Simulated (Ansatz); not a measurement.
Output of an Ansatz run (abridged):

```
WARN the atoms were moved onto the symmetric positions of the space group found under crystal.symmetry.tolerance 1.0e-5 (fractional …
WARN ansatz: RAYON_NUM_THREADS=1 ignored (pool sized by the plan → 1); use --threads N
Pseudopotentials: kind: paw
Pseudopotential: Ti, paw, valence charge 12
Pseudopotential: Te, paw, valence charge 16
Pseudopotential: Se, paw, valence charge 16
Crystal: 3 atoms, lattice volume = 77.004 Å³
Basis set: ecut = 420 eV, 1511 PW (Γ), exchange–correlation on 50×50×90 points (8 copies of the dense FFT grid, shifted against one another)
Bands: 27, of which v1, the nominal top of the filled ones, is band 22 counted from 1 (21 counted from 0)
Symmetry: 6 space group operations
Space group: P3m1 (ITA 156), of the structure as read, at distance tolerance 4.3e-5 Å
k-points: 58 of 500 (time reversal used)
PAW frozen core: Ti, regenerated for the run's functional, and the local potential with it
PAW frozen core: Te, regenerated for the run's functional, and the local potential with it
PAW frozen core: Se, regenerated for the run's functional, and the local potential with it
Initial density: superposition of atomic densities (neutral atoms: chi_scale 0, normalization atom), corrected by the library's trained network
Initial wavefunctions: pseudopotential atomic-orbital guess
Eigensolver: davidson
Functional: x = pbesol(κ = 0.804, μ = 0.12345679012345678), c = pbesol(β = 0.046)
SCF iter   1: F=—  HF=-14802.405368 eV  |F-HF|=—  |Δ(HF+E_count)|=         —  Δρ=4.95e-3  dr2=2.82e-2  ethr=1.77e-3  ⟨swp⟩=5.2  Hψ=6460  notcnv=0
all-band conjugate gradients solve this SCF's bands
preconditioner: auto → LDOS
SCF iter   2: F=—  HF=-14802.405955 eV  |F-HF|=—  |Δ(HF+E_count)|=   5.87e-4  Δρ=5.41e-3  dr2=4.31e-2  ethr=6.42e-5  ⟨swp⟩=2.3  Hψ=3341  notcnv=0
SCF iter   3: F=—  HF=-14802.400012 eV  |F-HF|=—  |Δ(HF+E_count)|=   5.94e-3  Δρ=1.32e-3  dr2=3.91e-3  ethr=6.42e-5  ⟨swp⟩=2.2  Hψ=2086  notcnv=0
SCF iter   4: F=—  HF=-14802.399617 eV  |F-HF|=—  |Δ(HF+E_count)|=   3.95e-4  Δρ=2.50e-4  dr2=1.04e-4  ethr=8.90e-6  ⟨swp⟩=2.0  Hψ=1792  notcnv=0
SCF iter   5: F=—  HF=-14802.399589 eV  |F-HF|=—  |Δ(HF+E_count)|=   2.75e-5  Δρ=5.63e-5  dr2=2.55e-6  ethr=2.37e-7  ⟨swp⟩=2.0  Hψ=2497  notcnv=0
SCF iter   6: F=—  HF=-14802.399599 eV  |F-HF|=—  |Δ(HF+E_count)|=   1.01e-5  Δρ=1.36e-5  dr2=9.44e-8  ethr=2.27e-10  ⟨swp⟩=4.7  Hψ=8292  notcnv=0
SCF iter   7: F=-14802.399599 eV  HF=-14802.399599 eV  |F-HF|=3.54e-9  |Δ(HF+E_count)|=   4.99e-8  Δρ=4.70e-6  dr2=1.38e-8  ethr=2.15e-10  ⟨swp⟩=3.0  Hψ=6072  notcnv=0
SCF 1 converged in 7 iterations: F = -14802.399599 eV  dr2 = 1.38e-8
SCF converged after 7 iterations
Free energy (F): -14802.399599 eV
Harris-Foulkes:  -14802.399599 eV  (|F-HF|=3.54e-9)
Internal energy: -14802.378266 eV  (E = F + TS)
E sigma→0 (E₀):  -14802.388933 eV
Entropy (-TS):   -0.021333 eV (-7.111 meV/atom)
Fermi energy:    9.072903 eV
--- Per-component energies (eV) ---
  E_band       = -835.586557
  E_kinetic    = 571.272137
  E_local      = -5092.054456  (includes V_loc(G=0)·N_el)
  E_nonlocal   = -891.843835
  E_hartree    = 2616.705107
  E_xc         = -323.929582
  E_vxc        = -324.450831  (∫ρ·V_xc dr)
  E_paw        = -7474.492558  (= ΣΔE_a)
  E_vpaw       = -331.919802  (= ΣTr[D̂ρ^β])
  E_aug_tail   = -0.000631  (compensation charges beyond the density's cutoff)
  E_ewald      = -4209.557099
  E_core_change = 1.522650  (= ΣΔE_core)
  E_smearing   = -0.021333  (= −TS)
  E_closure    = -0.000000  (closes the sum)
  Σ components = -14802.399599   (vs F -14802.399599, Δ=0.00e0)
--- Forces (eV/Å), atoms counted from 1 ---
  atom   1  Ti    -0.00000000     0.00000000    -0.09709567
  atom   2  Te     0.00000000    -0.00000000     0.14603594
  atom   3  Se    -0.00000000     0.00000000    -0.04889607
  max |Σ_I F_I| component: 4.42e-5 eV/Å
--- Stress (GPa, compression-positive) ---
       -2.549735       0.000000      -0.000000
       -0.000000      -2.549735       0.000000
       -0.000000       0.000000      -0.405463
  P = ⅓ Tr σ = -1.8350 GPa (-18.350 kbar)
  The stress holds the Pulay correction. Without it, at fixed plane waves, as pw.x and ABINIT print it: P = -1.8542 GPa
--- Band table (eV; the first three rows and the last of 58) ---
  k-point 0: bands = ["-48.2630", "-38.4355", "-38.4355", "-38.4294", "-38.4267", "-38.4267", "-27.3214", "-27.3214", "-27.2665", "-27.2665", "-27.2450", "-24.6116", "-24.6116", "-24.5850", "-4.4475", "-2.5058", "4.0026", "6.6920", "6.6920", [...]
  k-point 1: bands = ["-48.2630", "-38.4355", "-38.4355", "-38.4294", "-38.4267", "-38.4267", "-27.3214", "-27.3214", "-27.2665", "-27.2665", "-27.2450", "-24.6116", "-24.6116", "-24.5850", "-4.4178", "-2.5764", "4.2893", "6.6987", "6.6987", [...]
  k-point 2: bands = ["-48.2630", "-38.4355", "-38.4355", "-38.4294", "-38.4267", "-38.4267", "-27.3214", "-27.3214", "-27.2664", "-27.2664", "-27.2450", "-24.6116", "-24.6116", "-24.5850", "-4.3659", "-2.6918", "4.9580", "6.7095", "6.7095", [...]
  k-point 57: bands = ["-48.2583", "-38.4354", "-38.4348", "-38.4287", "-38.4264", "-38.4262", "-27.3163", "-27.3122", "-27.2717", "-27.2699", "-27.2381", "-24.6618", "-24.6488", "-24.5637", "-3.4279", "-1.1560", "4.7301", "4.9064", "5.4289", [...]
```

The structure:

```
CELL_PARAMETERS angstrom
      3.66892     0.00000     0.00000
     -1.83446     3.17737     0.00000
      0.00000     0.00000     6.60556
ATOMIC_POSITIONS crystal
  Ti 0.00000 0.00000 0.97872
  Te 0.66667 0.33333 0.25167
  Se 0.33333 0.66667 0.76962
```

### Question
Write an input that gives this output.

### Answer
Other spellings and defaults could give the same log, and not every line can be read from it. The input that was run (DFT, PBEsol, plane waves, default PAW files made with PBE):

Ansatz 0.2 input:
```yaml
crystal:
  lattice:
    - [3.668915, 0.000000, 0.000000]
    - [-1.834458, 3.177374, 0.000000]
    - [0.000000, 0.000000, 6.605557]
  atoms:
    - { symbol: Ti, position_ang: [0.000000, 0.000000, 6.464991] }
    - { symbol: Te, position_ang: [1.834459, 1.059124, 1.662421] }
    - { symbol: Se, position_ang: [-0.000002, 2.118250, 5.083769] }
basis:
  ecutwfc: 420.0
kpoints:
  mp_grid:
    grid: [10, 10, 5]
hamiltonian:
  xc: pbesol
  pseudopotentials:
    kind: paw
scf:
  occupations:
    method: gaussian
    width: 0.2
output:
  forces: true
  eigenvalues: true
  stress: true
```

The starting cell comes from a database of computed structures (which also holds hypothetical and non-ambient phases and stackings), without a prior relaxation at this level. Its lattice was rescaled by a random factor within 2.5 % of one. Spin-orbit coupling is off. Spin polarisation is off, so a magnetic state, if there is one, cannot be reached. Ansatz's pressure includes its estimate of the finite-basis (Pulay) stress.

Ansatz is a program for electronic structure.
